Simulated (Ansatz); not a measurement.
The starting structures come from a database of crystals and need not be the phases stable at ambient conditions.

 Where the default PAW files enter, the runs use the earlier of Ansatz's two default sets.

Inside the gap of an insulator the Bloch states are evanescent, with a wavenumber k + iκ along the transport direction.

Here is the system:

```yaml
crystal:
  lattice:
    - [5.64558, 0.00000, 0.00000]
    - [0.00000, 7.63162, 0.00000]
    - [0.00000, -1.02308, 3.81691]
  atoms:
    - { symbol: La, position: [0.83088, 0.34396, 0.17198] }
    - { symbol: La, position: [0.33088, 0.65604, 0.82802] }
    - { symbol: Ta, position: [0.78380, 0.82958, 0.41479] }
    - { symbol: Ta, position: [0.28380, 0.17042, 0.58521] }
    - { symbol: O, position: [0.24975, 0.17414, 0.08707] }
    - { symbol: O, position: [0.74975, 0.82586, 0.91293] }
    - { symbol: O, position: [0.94104, 0.06100, 0.53050] }
    - { symbol: O, position: [0.44104, 0.93900, 0.46950] }
    - { symbol: O, position: [0.57655, 0.60184, 0.30092] }
    - { symbol: O, position: [0.07655, 0.39816, 0.69908] }
    - { symbol: O, position: [0.05137, 0.67288, 0.33644] }
    - { symbol: O, position: [0.55137, 0.32712, 0.66356] }
```

Space group of this cell: Cmc2_1. The cell is taken as given.

Transport runs along the normal of the first two printed cell vectors.

No gap correction and no spin-orbit coupling; mid-gap values are interpolated between computed energies.

Q: Give the band gap and the smallest decay constant κ at mid-gap that r2SCAN run with Ansatz (a quantum-chemistry and plane-wave program) yields.

A: Gap 3.92 eV on a 6×8×8 mesh; κ = 0.332 1/Å, at the zone centre.
